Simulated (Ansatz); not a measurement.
CoSi2 (Fm-3m, relaxed from the fluorite type), the quasi-harmonic free energy with DFT at the PBEsol level (Ansatz, a quantum-chemistry and plane-wave program). The run noted for some of its cells that some bands missed the eigensolver's tolerance.

| T (K) | α_L (10⁻⁶/K) | C_P (J/mol/K) | bulk modulus B_T (GPa) | γ |
|---|---|---|---|---|
| 50 | 0.6 | 5.7 | 191 | 1.29 |
| 100 | 2.9 | 24.5 | 190 | 1.52 |
| 150 | 5.2 | 42.1 | 189 | 1.61 |
| 700 | 10.8 | 77.3 | 173 | 1.73 |
| 750 | (withheld) | 78.1 | 172 | 1.74 |
| 800 | 11.1 | 78.7 | 170 | 1.74 |
| 950 | 11.6 | 80.6 | 165 | 1.76 |
| 1000 | 11.8 | (withheld) | 163 | 1.76 |

Fill in the missing entries.


- 750, α_L (10⁻⁶/K): 10.9
- 1000, C_P (J/mol/K): 81.3

Whether this phase is the stable one at each condition was not tested.

The PAW data sets were generated under PBE and serve the other functionals too.
